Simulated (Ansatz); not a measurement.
```yaml
crystal:
  lattice:
    - [14.50000, 0.00000, 0.00000]
    - [0.00000, 14.50000, 0.00000]
    - [0.00000, 0.00000, 6.81128]
  atoms:
    - { symbol: Ba, position: [0.38771, 0.38771, 0.00000] }
    - { symbol: Te, position: [0.37857, 0.37857, 0.50000] }
    - { symbol: Te, position: [0.37857, 0.62143, 0.00000] }
    - { symbol: Ba, position: [0.38771, 0.61229, 0.50000] }
    - { symbol: Te, position: [0.62143, 0.37857, 0.00000] }
    - { symbol: Ba, position: [0.61229, 0.38771, 0.50000] }
    - { symbol: Ba, position: [0.61229, 0.61229, 0.00000] }
    - { symbol: Te, position: [0.62143, 0.62143, 0.50000] }
```

Method: PBE (plane waves to 420 eV, PAW; Ansatz, a quantum-chemistry and plane-wave program). Mesh 1×1×44. No spin polarisation. Isolated but for its images some 11 Å away. A hypothetical model. Symmetry and one short period hold its shape; lower forms weren't sought. Values not marked SOC lack spin–orbit coupling.

Problem. Tabulate the two highest filled and two lowest empty levels along the axis, from the valence top.

Solution. 
| k (2π/c) | v2 (eV) | v1 (eV) | c1 (eV) | c2 (eV) |
|---|---|---|---|---|
| 0.000 | -0.17 | 0.00 | 2.32 | 2.47 |
| 0.042 | -0.18 | -0.02 | 2.33 | 2.48 |
| 0.083 | -0.19 | -0.08 | 2.37 | 2.53 |
| 0.125 | -0.22 | -0.17 | 2.43 | 2.60 |
| 0.167 | -0.27 | -0.25 | 2.52 | 2.70 |
| 0.208 | -0.34 | -0.28 | 2.62 | 2.79 |
| 0.250 | -0.36 | -0.32 | 2.74 | 2.84 |
| 0.292 | -0.38 | -0.35 | 2.88 | 2.90 |
| 0.333 | -0.39 | -0.39 | 2.96 | 3.01 |
| 0.375 | -0.40 | -0.40 | 3.03 | 3.10 |
| 0.417 | -0.41 | -0.41 | 3.10 | 3.17 |
| 0.458 | -0.42 | -0.42 | 3.16 | 3.24 |
| 0.500 | -0.42 | -0.42 | 3.22 | 3.22 |
